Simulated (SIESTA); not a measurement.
SIESTA run on FeO (Fm-3m, 4 atoms in the cell): self-consistent single point.

Computed with LDA PW92, numerical atomic orbitals DZP, PseudoDojo LDA standard norm-conserving potentials (rewritten from UPF to PSML) (SIESTA).

```yaml
crystal:
  lattice:
    - [4.34386, 2.17193, 2.17193]
    - [2.17193, 4.34386, 2.17193]
    - [2.17193, 2.17193, 4.34386]
  atoms:
    - { symbol: Fe, position: [0.00000, 0.00000, 0.00000], spin: 4.0 }
    - { symbol: Fe, position: [0.50000, 0.50000, 0.50000], spin: -4.0 }
    - { symbol: O, position: [0.25000, 0.25000, 0.25000] }
    - { symbol: O, position: [0.75000, 0.75000, 0.75000] }
```
(The spins are starting values, not results.)

Reference input (self-consistent single point, DFT, GGA PBE, numerical atomic orbitals DZP, PseudoDojo PBE standard norm-conserving potentials (rewritten from UPF to PSML)): XC.functional = GGA; XC.authors = PBE; potentials = PseudoDojo PBE standard; PAO.BasisSize = DZP; PAO.EnergyShift = 0.01 Ry; MeshCutoff = 400 Ry; kgrid.MonkhorstPack = 7 7 7; OccupationFunction = FD; ElectronicTemperature = 0.02 eV; Spin = polarized; DM.InitSpin = [1 +4.00, 2 -4.00, 3 +0.00, 4 +0.00]; MaxSCFIterations = 150. This run's input differs from it in these lines:

```diff
@@ -1,2 +1,2 @@
-# files in the folder: Fe.psml O.psml (PseudoDojo PBE standard)
+# files in the folder: Fe.psml O.psml (PseudoDojo LDA standard)
 SystemName  FeO
@@ -24,4 +24,4 @@
 
-XC.functional                GGA
-XC.authors                   PBE
+XC.functional                LDA
+XC.authors                   PW92
 PAO.BasisSize                DZP
```

Output, abridged:

```
        iscf     Eharris(eV)        E_KS(eV)     FreeEng(eV)     dDmax    Ef(eV) dHmax(eV)
   scf:    1    -7681.177458    -7699.494963    -7699.499842  0.374122 -1.046330 13.261084
     spin moment: {S} , |S| = {        0.0        0.0    0.00000 }     0.00000
   scf:    2    -7712.329075    -7706.568116    -7706.573377  0.117407 -1.741707  8.377374
     spin moment: {S} , |S| = {        0.0        0.0   -0.00000 }    -0.00000
   scf:    3    -7711.223217    -7710.622631    -7710.627749  0.130853 -2.971293  1.183684
     spin moment: {S} , |S| = {        0.0        0.0    0.00000 }     0.00000
   [... lines left out ...]
     spin moment: {S} , |S| = {        0.0        0.0    0.00001 }     0.00001
   scf:   10    -7710.718940    -7710.718942    -7710.724637  0.000341 -3.274894  0.006338
     spin moment: {S} , |S| = {        0.0        0.0   -0.00010 }    -0.00010
   scf:   11    -7710.718933    -7710.718938    -7710.724640  0.000265 -3.276674  0.003454
     spin moment: {S} , |S| = {        0.0        0.0    0.00000 }     0.00000
   scf:   12    -7710.718940    -7710.718939    -7710.724641  0.000090 -3.276462  0.000327
     spin moment: {S} , |S| = {        0.0        0.0   -0.00000 }    -0.00000
SCF Convergence by DM+H criterion
max |DM_out - DM_in|         :     0.0000895127
max |H_out - H_in|      (eV) :     0.0003274778
SCF cycle converged after 12 iterations

Using DM_out to compute the final energy and forces

siesta: E_KS(eV) =            -7710.7189

siesta: E_KS - E_eggbox =     -7710.7189

siesta: Atomic forces (eV/Ang):
     1    0.000000    0.000000   -0.000000
     2    0.000000   -0.000000    0.000000
     3   -0.000000   -0.000000   -0.000000
     4    0.000000    0.000000    0.000000
   Tot    0.000000   -0.000000    0.000000
   Max    0.000000
   Res    0.000000    sqrt( Sum f_i^2 / 3N )
   Max    0.000000    constrained

Stress tensor Voigt[x,y,z,yz,xz,xy] (kbar):      240.17      240.17      240.17      -32.91      -32.91      -32.91
(Free)E + p*V (eV/cell)    -7716.8681
   [... lines left out ...]
siesta: FreeEng =     -7710.724641
siesta: Cell volume =         40.982294 Ang**3
siesta:        -240.17417008       -240.17425208  kBar
   [... lines left out ...]
              0.006   0.006   0.004   0.006   0.004

mulliken: Qtot =       22.000

Mulliken Atomic Populations:
Atom #   charge [q] valence [e]      Sz [e]  Species
     1     0.528841   15.471159    3.559817  Fe
     2     0.528841   15.471159   -3.559818  Fe
     3    -0.528841    6.528841   -0.000000  O
     4    -0.528841    6.528841   -0.000000  O
 Total    -0.000000               -0.000000
```

The run converged in 12 iterations. Against the reference run the pressure goes from -7.90 to -24.02 GPa.

The starting cell has typed, rounded lattice constants, without a prior relaxation at this level. Its lattice was rescaled by a random factor within 2.5 % of one. The magnetic order is the one reached from the typed start; others were not searched systematically. Values carry the incompleteness of an atom-centred basis. With a pressure of about -24 GPa the cell is away from its equilibrium volume at this level.

Cost on one core of a shared machine: roughly 2 min.
